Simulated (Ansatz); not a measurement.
The starting structures come from a database of crystals and need not be the phases stable at ambient conditions.

## Evanescent states of LuCuS₂ (P3m1, not sure to be the ambient phase, 4 atoms a cell, 19.3 Å³ an atom, -2 GPa at this level) along the normal of (001)

All values below come from PBEsol (plane waves, PAW; Ansatz, an electronic-structure program).

No gap correction and no spin-orbit coupling; mid-gap values are interpolated between computed energies.

Energies count from the valence-band top; κ is the least over a 12×12 mesh across the current.

```csv
E (eV),κ (1/Å),where
0.04,0.099,Γ
0.12,0.130,Γ
0.20,0.142,Γ
0.28,0.152,Γ
0.36,[?],Γ
0.44,[?],Γ
0.52,[?],Γ
0.60,[?],Γ
0.68,[?],Γ
0.76,0.184,Γ
0.84,0.185,Γ
0.92,[?],Γ
1.00,0.185,Γ
1.08,0.184,Γ
1.16,0.164,off Γ
1.24,0.106,off Γ
```

Task: Fill in the missing entries.

Result: 
- 0.36, κ (1/Å): 0.161
- 0.44, κ (1/Å): 0.168
- 0.52, κ (1/Å): 0.173
- 0.60, κ (1/Å): 0.178
- 0.68, κ (1/Å): 0.181
- 0.92, κ (1/Å): 0.186
